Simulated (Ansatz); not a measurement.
The parent structure is a 32-atom supercell of AlN in the wurtzite structure (space group P6_3mc, No. 186; a = 3.1138 Å, c = 4.9836 Å) at its relaxed geometry.

The values are results of PBEsol (Ansatz, a first-principles code), scalar-relativistic without spin-orbit coupling, not measurements.

One neutral defect a cell, atoms relaxed at fixed cell.

One change was made to it. Results:

```tsv
quantity	base	after
largest displacement of a host atom from its site in the perfect cell	–	0.23 Å
pressure	0.0 GPa	-6.0 GPa
gap of the supercell	4.09 eV	3.83 eV
total moment of the cell	–	0.0 μB
```

Task: Name the change that was made.
A. B on a Al site
B. Al on a N site (antisite)
C. Al vacancy

Result: A, B on a Al site. For comparison, the gap of the supercell in the other runs: Al vacancy gives 0.13 eV; Al on a N site (antisite) gives zero.

Other magnetic orders, which the real material may have, were not ruled out. The cell is small, so the values are those of an ordered compound at a high defect concentration; dilute-limit values will differ. A case with no gap was solved on a k-mesh chosen for an insulator, which is coarse for it. Starting moments died away, wholly or in part, for B on a Al site; another magnetic solution may exist.
